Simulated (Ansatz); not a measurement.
Short convergence ladders for CaMg (Pmma, 4 atoms in the cell)

```yaml
crystal:
  lattice:
    - [5.69089, 0.00000, 0.00000]
    - [0.00000, 3.90916, 0.00000]
    - [0.00000, 0.00000, 5.71262]
  atoms:
    - { symbol: Ca, position: [0.75000, 0.50000, 0.74543] }
    - { symbol: Ca, position: [0.25000, 0.50000, 0.25457] }
    - { symbol: Mg, position: [0.75000, 0.00000, 0.24229] }
    - { symbol: Mg, position: [0.25000, 0.00000, 0.75771] }
```

Base method: LDA (PW92), default PAW files made with PBE (plane waves; Ansatz, a quantum-chemistry and plane-wave program).

Base settings: basis.ecutwfc = 420 eV; kpoints.mp_grid.grid = 6 9 6; hamiltonian.xc = lda; hamiltonian.pseudopotentials = {kind: paw} (the program's default PAW files); scf.occupations.method = fermi_dirac; scf.occupations.width = 0.1 eV.

The count of work is k-points × plane waves × bands × iterations; it is no time. Core times come from one kind of shared machine, to one figure; runs under 30 s give none.

**Zone-centre phonons against the mesh**

In this ladder: phonons.method = dfpt.

Frequencies are those of the unrelaxed cell, without the LO-TO term of polar crystals.

Only quantities that move along the ladder and can be compared are tabulated.

| kpoints.mp_grid.grid | highest zone-centre frequency (cm⁻¹) | lowest optical frequency (cm⁻¹) | core time / last (rough) |
|---|---|---|---|
| 2 3 2 | 178.6 | 19.2 | – |
| 4 5 4 | 183.8 | 42.7 | 0.04 |
| 6 8 6 | 183.8 | 42.3 | 0.09 |
| 11 15 11 | 184.0 | 42.0 | 1 |

Coarsest kpoints.mp_grid.grid that holds the highest zone-centre frequency within 2 cm⁻¹ of the last step, with all finer ones: 4 5 4, at about 0.04 of the last step's time; the step before is off by 5.4 cm⁻¹.

Coarsest kpoints.mp_grid.grid that holds the lowest optical frequency within 10 cm⁻¹ of the last step, with all finer ones: 4 5 4, at about 0.04 of the last step's time; the step before is off by 23 cm⁻¹.

**The size of a vacancy's supercell**

On CaMg (Pmma, 8 atoms in the cell), and larger cells.

Steps: 2 x 1 x 1 supercell, one Ca atom taken out, nothing relaxed; 2 x 2 x 1 supercell, one Ca atom taken out, nothing relaxed; and so on, with the mesh thinned in proportion.

Only quantities that move along the ladder and can be compared are tabulated.

```tsv
atoms	energy of the cell with the vacancy less the whole one (holds the removed atom on the program's zero: only its change counts) (eV)	count of work / last
8	1774.247	0.18
16	1774.431	0.43
32	1774.429	1.0
```

Smallest size that holds the energy of the cell with the vacancy less the whole one (holds the removed atom on the program's zero: only its change counts) within 0.02 eV of the last step, with all finer ones: 16, at 0.43 of the last step's count of work; the step before is off by 0.18 eV.

On the base run: the starting cell comes from a database of computed structures (which also holds hypothetical and non-ambient phases and stackings), without a prior relaxation at this level. Its lattice was rescaled by up to half a per cent.

Keys are those of Ansatz 0.2.
